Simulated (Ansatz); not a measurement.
The starting structures come from a database of crystals and need not be the phases stable at ambient conditions.

Here is the system:

```
CELL_PARAMETERS angstrom
      3.30779     0.00000     0.00000
     -1.65390     2.86463     0.00000
      0.00000     0.00000     4.98288
ATOMIC_POSITIONS crystal
  Mg 0.33333 0.66667 0.00216
  Mg 0.66667 0.33333 0.50216
  O  0.33333 0.66667 0.40244
  O  0.66667 0.33333 0.90244
```

Space group of this cell: P6_3mc, wurtzite. The cell is taken as given; by r2SCAN its mean pressure is -0.6 GPa.

The current runs along the normal of the first two printed vectors, the (001) plane. All runs by Ansatz (a quantum-chemistry and plane-wave program), plane waves and PAW, without spin-orbit coupling; the base is r2SCAN.

| run | mean pressure (GPa) | gap (eV) | mid-gap κ (1/Å) |
|---|---|---|---|
| base | -0.6 | 4.14 | 0.316 |
| all lengths scaled by 0.98 | 8.0 | 4.50 | 0.332 |
| all lengths scaled by 1.02 | -7.1 | (withheld) | (withheld) |
| lengths across the current scaled by 0.98, ions clamped | 5.3 | (withheld) | (withheld) |
| lengths across the current scaled by 1.02, ions clamped | -5.3 | 3.89 | 0.306 |
| lengths along the current scaled by 0.97, ions clamped | 3.2 | (withheld) | (withheld) |
| lengths along the current scaled by 1.03, ions clamped | -3.5 | 4.02 | 0.306 |

Q: What belongs in the gaps?

A: 
- all lengths scaled by 1.02, gap (eV): 3.81
- all lengths scaled by 1.02, mid-gap κ (1/Å): 0.300
- lengths across the current scaled by 0.98, ions clamped, gap (eV): 4.42
- lengths across the current scaled by 0.98, ions clamped, mid-gap κ (1/Å): 0.325
- lengths along the current scaled by 0.97, ions clamped, gap (eV): 4.27
- lengths along the current scaled by 0.97, ions clamped, mid-gap κ (1/Å): 0.327
